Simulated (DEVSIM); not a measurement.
Device: abrupt Si p-n junction, at 300 K.

```
layer (left to right)  material  thickness (μm)  Nd (cm⁻³)  Na (cm⁻³)  τn (s)  τp (s)
---------------------  --------  --------------  ---------  ---------  ------  ------
1                            Si           0.410          -     1.5e17  2.5e-5  2.5e-5
2                            Si            3.90     4.6e15          -  2.5e-5  2.5e-5
```

Left contact: ohmic. Right contact: ohmic. Voltage is applied to the left contact. Recombination: SRH at mid-gap. Mobility is constant in doping.

Constants are typed, rounded textbook-type inputs, not results; the design itself was drawn at random and stands for no fabricated device. Values at 300 K.

```tsv
parameter	Si
gap (eV)	1.124
affinity (eV)	4.05
permittivity	11.7
Nc (cm⁻³)	2.86e19
Nv (cm⁻³)	3.1e19
μn (cm²/Vs)	1417
μp (cm²/Vs)	470
```

Model (solved in DEVSIM): 1D drift-diffusion, Boltzmann statistics, complete ionisation; no tunnelling, impact ionisation, image-force lowering or self-heating.

Tabulate band edges, carrier densities and field at -20.0 V on the left contact.

Energies count from the Fermi level of the right contact; mesh points crowd at the junctions.

| x (μm) | Ec (eV) | Ev (eV) | n (cm⁻³) | p (cm⁻³) | field (V/cm) |
|---|---|---|---|---|---|
| 0.000 | 20.986 | 19.862 | 770 | 1.5e17 | ≈ 0 |
| 0.01952 | 20.986 | 19.862 | 730 | 1.5e17 | ≈ 0 |
| 0.05299 | 20.986 | 19.862 | 650 | 1.5e17 | ≈ 0 |
| 0.1055 | 20.986 | 19.862 | 530 | 1.5e17 | ≈ 0 |
| 0.2361 | 20.986 | 19.862 | 230 | 1.5e17 | ≈ 0 |
| 0.3200 | 20.983 | 19.859 | < 1e2 | 1.3e17 | -3200 |
| 0.3689 | 20.842 | 19.718 | < 1e2 | 5.6e14 | -74000 |
| 0.4027 | 20.457 | 19.333 | < 1e2 | 1.9e8 | -150000 |
| 0.4193 | 20.183 | 19.059 | < 1e2 | 5500 | -170000 |
| 0.4471 | 19.717 | 18.593 | < 1e2 | 590 | -170000 |
| 0.4982 | 18.877 | 17.753 | < 1e2 | 590 | -160000 |
| 0.6276 | 16.829 | 15.705 | < 1e2 | 590 | -150000 |
| 0.8285 | 13.887 | 12.763 | < 1e2 | 580 | -140000 |
| 1.196 | 9.245 | 8.120 | 120 | 570 | -110000 |
| 2.201 | 1.470 | 0.346 | 740 | 440 | -42000 |
| 3.067 | 0.226 | -0.898 | 4.6e15 | 4600 | -34 |
| 3.642 | 0.226 | -0.898 | 4.6e15 | 14000 | ≈ 0 |
| 3.956 | 0.226 | -0.898 | 4.6e15 | 19000 | ≈ 0 |
| 4.165 | 0.226 | -0.898 | 4.6e15 | 23000 | ≈ 0 |
| 4.242 | 0.226 | -0.898 | 4.6e15 | 24000 | ≈ 0 |
| 4.282 | 0.226 | -0.898 | 4.6e15 | 25000 | ≈ 0 |
| 4.310 | 0.226 | -0.898 | 4.6e15 | 25000 | ≈ 0 |
